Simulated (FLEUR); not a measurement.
Worked example: self-consistent single point of NiO₂ (R-3m, 3 atoms in the cell) in FLEUR.

Level of theory: PBEsol, all-electron FLAPW (FLEUR), scalar-relativistic valence in FLEUR.

```xyz
3
Lattice="1.3677 0.7896 4.6842 -1.3677 0.7896 4.6842 0.0000 -1.5793 4.6842" Properties=species:S:1:pos:R:3 pbc="T T T"
Ni     0.0000     0.0000     0.0000
O      0.0000     0.0000    10.2870
O      0.0000     0.0000     3.7656
```

Reference input (self-consistent single point, DFT, PBEsol, all-electron FLAPW (FLEUR), scalar-relativistic valence): Kmax = 4.5 1/bohr; GmaxXC = 22.5 1/bohr; xcFunctional = PBEs; jspins = 1; l_soc = F; mode = hist; fermiSmearingEnergy = 0.0001 Htr; mesh (inpgen div1-3) = 14 14 14; inpgen gamma flag = true; Gmax = 22.5 1/bohr; numbands = 0; maxIterBroyd = 15. This run's input differs from it in these lines:

```diff
@@ -16,3 +16,3 @@
 &exco xctyp='PBEs' /
-&kpt div1=14 div2=14 div3=14 gamma=t /
+&kpt div1=6 div2=6 div3=6 gamma=t /
 &end /
```

Log, with long lists cut:

```
 Iteration:     1   Distance:      49.91513606 me/bohr^3
 Iteration:     2   Distance:      40.59119460 me/bohr^3
 Iteration:     3   Distance:      24.53857468 me/bohr^3
 Iteration:     4   Distance:      27.83684301 me/bohr^3
 Iteration:     5   Distance:      14.84211724 me/bohr^3
   [... 12 lines left out ...]
 Iteration:    18   Distance:       0.00010303 me/bohr^3
 Iteration:    19   Distance:       0.00001485 me/bohr^3
 Iteration:    20   Distance:       0.00001074 me/bohr^3
 Iteration:    21   Distance:       0.00000349 me/bohr^3
 Reset of history
 Run finished successfully
 Stop message:
   Structural relaxation: new displacements generated

[file out, last iteration]
             iter=     22
[...]
          total density-effective poten   -2.6454910450E+03
          total charge density-energy d   -7.8788853465E+01
 Updated energy parameters for spin:           1
[...]
 fermi energy and band-weighting factors:

[...]
FERMIE:
          first approx. to ef    (T=0)  :   0.173133 htr   (energy of the highest occ. eigenvalue)
          number of occ. states  (T=0)  :        480
          first approx. to seigv (T=0)  : -21.590044 htr
          sum of weights of occ. states :  15.000000
          sum of semicore charge        :   0.000000 e
FERHIS:  Fermi-Energy by histogram:
          bandgap                     :   0.044890 htr
   [... lines left out ...]
          charge neutrality (T=0)     :   0.000000    (zero if the highest occ. eigenvalue is "entirely" occupied)
 Direct bandgap for spin            1 :    5.9443941637851216E-002  Htr
 ---->    free energy=                     -1669.4999619436 htr
   [... lines left out ...]
      extrapolation for T->0
 ---->    total electron energy=           -1669.4999619436 htr
 ***** TOTAL FORCES ON ATOMS *****
 TOTAL FORCE FOR ATOM TYPE=  1  X=  0.000   Y=  0.000   Z=  0.000
                       FX_TOT= 0.000000 FY_TOT= 0.000000 FZ_TOT= 0.000000
 TOTAL FORCE FOR ATOM TYPE=  2  X=  0.000   Y=  0.000   Z= -7.116
                       FX_TOT= 0.000000 FY_TOT= 0.000000 FZ_TOT= 0.015803
```

The run converged in 21 iterations. FLEUR gives forces in its relaxation mode, with a further iteration, so its stop message speaks of a relaxation. Against the reference run the free energy hardly moves (within 1 meV/atom), the largest force moves little (0.814 to 0.813 eV/Å) and the gap on the mesh goes from 1.055 to 1.222 eV.

The starting cell comes from a database of computed structures (which also holds hypothetical and non-ambient phases and stackings), without a prior relaxation at this level. Its lattice was rescaled by a random factor within 2.5 % of one. Values depend on the basis (sphere radii, cutoffs, local orbitals), which need not be converged. Another mesh or the band path of this cell gives a smaller gap, so this value is not converged in the mesh.

Cost on one core of a shared machine: roughly 3 min.
